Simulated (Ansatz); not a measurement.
# A computed series for hypothetical cubic perovskite SrTiSe3: response to strain

Start from SrTiSe3 in the cubic perovskite structure (space group Pm-3m, No. 221; a = 5.028 Å; a hypothetical phase, not in the database extracts checked). Axes: x, y, z lie along the cube axes.

Strains are applied to the cell and any free atomic positions relax; under biaxial strain the out-of-plane vector relaxes too.

Method: PBE in Ansatz (plane waves to 420 eV, PAW, without spin-orbit coupling).

Notes on the quantities. pressure: mean of the normal stresses, compression positive; energy relative to the base: free energy F.

| variant | pressure | energy relative to the base | volume per atom | space group |
|---|---|---|---|---|
| base | 0.0 GPa | 0 meV/atom | 25.42 Å³ | Pm-3m (No. 221) |
| biaxial strain −1.92 %, plane normal [001], relaxed out of plane | 1.1 GPa | +5.0 meV/atom | 25.03 Å³ | P4/mmm (No. 123) |
| biaxial strain +0.79 %, plane normal [110], relaxed out of plane | -0.4 GPa | +0.8 meV/atom | 25.61 Å³ | Cmmm (No. 65) |
| biaxial strain +1.00 %, plane normal [110], relaxed out of plane | -0.6 GPa | +1.3 meV/atom | 25.66 Å³ | Cmmm (No. 65) |
| isotropic strain −0.94 % | 1.8 GPa | +4.0 meV/atom | 24.71 Å³ | Pm-3m (No. 221) |

Without a gap, meshes like the base's 9×9×9 leave anisotropic stresses uncertain by several tenths of a GPa, and small strain energies with them. Whether these cells are dynamically stable was not tested. All final runs are without spin polarisation. Many cubic perovskites are stable only at high temperature; tilts and polar distortions were not tested. SrTiSe3 has a high density of states at the Fermi level and may be magnetic at this level.

Ansatz is a program for electronic structure.
